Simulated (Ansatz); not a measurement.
## Zr2InN (P6_3/mmc): resistivity and electron-phonon coupling

Here is the system:

```
CELL_PARAMETERS angstrom
      3.26441     0.00000     0.00000
     -1.63221     2.82706     0.00000
      0.00000     0.00000    14.78133
ATOMIC_POSITIONS crystal
  Zr 0.66667 0.33333 0.91641
  Zr 0.33333 0.66667 0.08359
  Zr 0.33333 0.66667 0.41641
  Zr 0.66667 0.33333 0.58359
  In 0.66667 0.33333 0.25000
  In 0.33333 0.66667 0.75000
  N  0.00000 0.00000 0.00000
  N  0.00000 0.00000 0.50000
```

Computed with PBEsol, DFPT electron-phonon coupling, linearised Boltzmann equation (plane waves, PAW, scalar-relativistic; Ansatz, an electronic-structure program). Geometry: relaxed with this functional, without spin-orbit coupling.

| Item | Value |
|---|---|
| resistivity at 300 K | 29 μΩ·cm |
| electron mean free path at 300 K (weighted by the current that each state carries) | 8.1 (x), 8.1 (y), 7.0 (z) nm |
| electron-phonon coupling λ | 0.35 |
| transport coupling λ_tr | 0.34 (x), 0.34 (y), 0.34 (z) |
| logarithmic mean phonon energy | 21 meV |
| density of states at the Fermi level | 1.61 states/(eV·spin·cell) |
| Hall coefficient at 300 K | -55 ×10⁻¹¹ m³/C |

A metal at this level (no band gap). Only scattering by harmonic phonons is included (no impurities, grain boundaries, electron-electron scattering or thermal expansion). Spin-orbit coupling is left out. Halving the electron mesh (28x28x8) moves the resistivity by up to 10 % at 300 K, the mean free path by up to 5 %, the coupling by up to 2 %. Smearing 0.20 eV; phonons on a 5x5x1 q mesh, which this run doesn't test and which matters most at low temperature.

Computed structure with no diffraction record at hand here (it may be known, metastable or hypothetical): Zr2InN (P6_3/mmc).
